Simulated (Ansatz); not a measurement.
Density of states of YBeCu4 (P-6m2, 6 atoms in the cell).

```xyz
6
Lattice="5.0655 0.0000 0.0000 -2.5327 4.3868 0.0000 0.0000 0.0000 3.8744" Properties=species:S:1:pos:R:3 pbc="T T T"
Y      0.0000     0.0000     0.0000
Be     0.0000     2.9246     0.0000
Cu     2.5327     1.4623     0.0000
Cu    -1.2312     2.2137     1.9372
Cu     0.0000     4.3463     1.9372
Cu     1.2312     2.2137     1.9372
```

Level of theory: LDA (PW92), default PAW files made with PBE (plane waves; Ansatz, a quantum-chemistry and plane-wave program).

SCF settings: basis.ecutwfc = 420 eV; kpoints.mp_grid.grid = 10 10 11; hamiltonian.xc = lda; hamiltonian.pseudopotentials = {kind: paw} (the program's default PAW files); scf.occupations.method = fermi_dirac; scf.occupations.width = 0.1 eV. Keys of the DOS step: output.dos.nscf_kmesh.grid = 20 20 22.

The starting cell comes from a database of computed structures (which also holds hypothetical and non-ambient phases and stackings), without a prior relaxation at this level. Its lattice was rescaled by a random factor within 2.5 % of one. Spin polarisation is off.

Total DOS (both spins), as means of the tabulated values in each energy bin; the zero is the program's Fermi level or highest filled level, and the curve is cut to this window:

```
E (eV) | states/eV/cell
    -7.80 | # 0.51
    -7.40 | # 0.71
    -7.00 | ## 1.03
    -6.60 | ## 1.06
    -6.20 | ## 1.29
    -5.80 | ## 1.37
    -5.40 | ## 1.36
    -5.00 | #### 2.78
    -4.60 | ####### 4.64
    -4.20 | ##################### 12.8
    -3.80 | ########################## 16.1
    -3.40 | ############################ 17.5
    -3.00 | ######################### 15.7
    -2.60 | ############################## 18.7
    -2.20 | #################### 12.7
    -1.80 | ##### 3.34
    -1.40 | #### 2.24
    -1.00 | #### 2.31
    -0.60 | ##### 2.85
    -0.20 | ##### 3.13
     0.20 | ###### 3.53
     0.60 | ##### 2.92
     1.00 | ##### 3.26
```

Around zero the curve holds about 3.7 states/eV/cell.

Keys are those of Ansatz 0.2.
